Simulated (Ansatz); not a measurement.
Amorphous Ga24O39Lu2

The cell was made by melting and quenching with the CHGNet potential and then relaxed with DFT. O atoms were pushed apart under 1.9 Å during the dynamics, to hinder bonds among them. The hot cell started wider than the set density and was brought back towards it in steps. It is the lowest in DFT energy of 2 quenches. It is a model cell: composition and starting density were chosen by hand, and all elements were melted together. No dispersion term was used.

Methods: PBE, scalar-relativistic without spin-orbit coupling (Ansatz, an electronic-structure program); r2SCAN, scalar-relativistic without spin-orbit coupling (Ansatz); HSE06, scalar-relativistic without spin-orbit coupling (Ansatz). Geometry, pressure, stress and energy are those of the PBE run. Its sampling: a 2×2×2 Γ-centred mesh; Fermi-Dirac width 0.02 eV; no spin polarisation. Other functionals are single points at the zone centre (r2SCAN at 500 eV; exact exchange cut at the cell's faces), free to take moments where seeds were set. At PBE the levels at the filled edge of the gap are localised (band-tail or defect states), and the nearest spread-out levels lie 2.2 eV apart at the zone centre.

The number of atoms in the cell is 65 and the density (held, not predicted) comes out as 5.38 g/cm^3. The volume per atom comes out as 12.56 Å^3. The pressure on a 2×2×2 Γ-centred mesh is 1.55 GPa, the largest force and stress component on that mesh (the relaxation ran on the zone centre alone) comes out as 0.06 eV/Å and 1.6 GPa and the level gap on a 2×2×2 Γ-centred mesh (PBE) comes out as 1.77 eV. The level gap at the zone centre (PBE) is 1.81 eV and the level gap at the zone centre (r2SCAN) is 2.33 eV. The level gap at the zone centre (HSE06) is 3.49 eV.

Bonds are counted up to Ga-Ga 2.68 Å, Ga-O 2.40 Å, Ga-Lu 3.40 Å, O-O 1.58 Å, O-Lu 2.78 Å, Lu-Lu 4.11 Å. Two cations that share two anions don't count as bonded, nor two that share one unless they lie closer than Ga-Ga 2.61 Å, Ga-Lu 3.31 Å, Lu-Lu 4.00 Å.

| Item | Value |
|---|---|
| Mean coordination of Ga by anions | 4.46 (13 with 4, 11 with 5) |
| Mean coordination of O | 3.05 (2 with 2, 33 with 3, 4 with 4) |
| Mean coordination of Lu by anions | 6.00 (2 with 6) |
| Mean Ga-O bond | 1.928 Å (spread 0.101 Å, 107 counted) |
| Mean O-Lu bond | 2.261 Å (spread 0.098 Å, 12 counted) |

Its density started from a set value of 5.38 g/cm³. The simulated quench (nominally 330 K/ps over its main leg) is rapid and tends to freeze in more defects than a deposited or slowly cooled glass has. A cell of this size samples the disorder only roughly. The volume was held where the preparation left it and the shape relaxed, at a PBE pressure of 1.6 GPa. Stress components on the final sampling reach 1.6 GPa.
